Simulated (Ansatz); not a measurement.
## BN, response to strain

The reference is BN in the h-BN type structure (space group P6_3/mmc, No. 194; a = 2.501 Å, c = 6.526 Å; layered, stacked along the Cartesian z axis). Axes: x lies along a and z along c of the hexagonal cell.

Strains are applied to the cell and any free atomic positions relax; under stress the whole cell relaxes.

All numbers come from Ansatz (a program for electronic structure), r2SCAN+rVV10, PAW, cutoff 500 eV, no spin-orbit coupling.

Notes on the quantities. energy relative to the base: free energy F.

| variant | space group | volume per atom | energy relative to the base | band gap | gap character |
|---|---|---|---|---|---|
| base | P6_3/mmc (No. 194) | 8.83 Å³ | 0 meV/atom | 4.74 eV | – |
| uniaxial strain ε_xx = −0.88 % | Cmcm (No. 63) | 8.76 Å³ | +2.0 meV/atom | 4.72 eV | indirect, k = (0.400, 0.267, 0) in the run's primitive reciprocal basis → Y |
| uniaxial strain ε_yy = −0.84 % | Cmcm (No. 63) | 8.76 Å³ | +1.8 meV/atom | 4.73 eV | indirect, k = (0.267, 1/3, 0) in the run's primitive reciprocal basis → S |
| uniaxial stress, 8 GPa compression along x | Cmcm (No. 63) | ? | ? | ? | indirect, k = (0.400, 0.267, 0) in the run's primitive reciprocal basis → Y |
| tensor shear ε_yz = +1.84 % | C2/m (No. 12) | 8.83 Å³ | +0.2 meV/atom | 4.72 eV | indirect, D → Y₂ |

Task: Complete the table.

Result: 
- uniaxial stress, 8 GPa compression along x, volume per atom: 8.77 Å³
- uniaxial stress, 8 GPa compression along x, energy relative to the base: +1.9 meV/atom
- uniaxial stress, 8 GPa compression along x, band gap: 4.71 eV

Stability under load was not tested beyond the relaxation. Labels are those of the standard path for the cell's own space group.
